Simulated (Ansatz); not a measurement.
## Hypothetical zinc blende CaO: response to strain

Consider CaO in the zinc blende structure (space group F-43m, No. 216; a = 5.244 Å; a hypothetical phase, not in the database extracts checked). Axes: x, y, z lie along the cube axes.

Strains are applied to the cell and any free atomic positions relax; under biaxial strain the out-of-plane vector relaxes too.

The values are results of PBE (Ansatz, an electronic-structure program), no SOC, not measurements.

Notes on the quantities. energy relative to the base: free energy F; pressure: mean of the normal stresses, compression positive.

```json
[
 {"change": "base", "gap character": "indirect, W → Γ", "energy relative to the base": "0 meV/atom", "band gap": "3.27 eV", "space group": "F-43m (No. 216)", "pressure": "0.00 GPa"},
 {"change": "biaxial strain −4.86 %, plane normal [001], relaxed out of plane", "gap character": "indirect, M → Γ", "energy relative to the base": "+16 meV/atom", "band gap": "3.25 eV", "space group": "I-4m2 (No. 119)", "pressure": "2.24 GPa"},
 {"change": "biaxial strain −0.81 %, plane normal [111], relaxed out of plane", "gap character": "indirect, F → Γ", "energy relative to the base": "+1.0 meV/atom", "band gap": "3.30 eV", "space group": "R3m (No. 160)", "pressure": "0.75 GPa"},
 {"change": "isotropic strain −1.71 %", "gap character": "indirect, W → Γ", "energy relative to the base": "+12 meV/atom", "band gap": "3.45 eV", "space group": "F-43m (No. 216)", "pressure": "4.36 GPa"},
 {"change": "isotropic strain −0.40 %", "gap character": "indirect, W → Γ", "energy relative to the base": "+0.6 meV/atom", "band gap": "3.32 eV", "space group": "F-43m (No. 216)", "pressure": "0.93 GPa"},
 {"change": "isotropic strain +3.51 %", "gap character": "indirect, X → Γ", "energy relative to the base": "+42 meV/atom", "band gap": "2.92 eV", "space group": "F-43m (No. 216)", "pressure": "-6.34 GPa"},
 {"change": "isotropic strain +5.72 %", "gap character": "indirect, X → Γ", "energy relative to the base": "+106 meV/atom", "band gap": "2.71 eV", "space group": "F-43m (No. 216)", "pressure": "-8.98 GPa"},
 {"change": "uniaxial strain ε_xx = +5.27 %", "gap character": "indirect, M → Γ", "energy relative to the base": "+14 meV/atom", "band gap": "3.04 eV", "space group": "I-4m2 (No. 119)", "pressure": "-3.60 GPa"},
 {"change": "uniaxial strain ε_zz = +0.65 %", "gap character": "indirect, M → Γ", "energy relative to the base": "+0.2 meV/atom", "band gap": "3.25 eV", "space group": "I-4m2 (No. 119)", "pressure": "-0.49 GPa"},
 {"change": "tensor shear ε_xy = +0.97 %", "gap character": "indirect, X → Γ", "energy relative to the base": "?", "band gap": "3.25 eV", "space group": "Imm2 (No. 44)", "pressure": "0.00 GPa"}
]
```

Q: Some entries are withheld; estimate them.

A: 
- tensor shear ε_xy = +0.97 %, energy relative to the base: +0.8 meV/atom

Whether these cells are dynamically stable was not tested. Labels are those of the standard path for the cell's own space group.
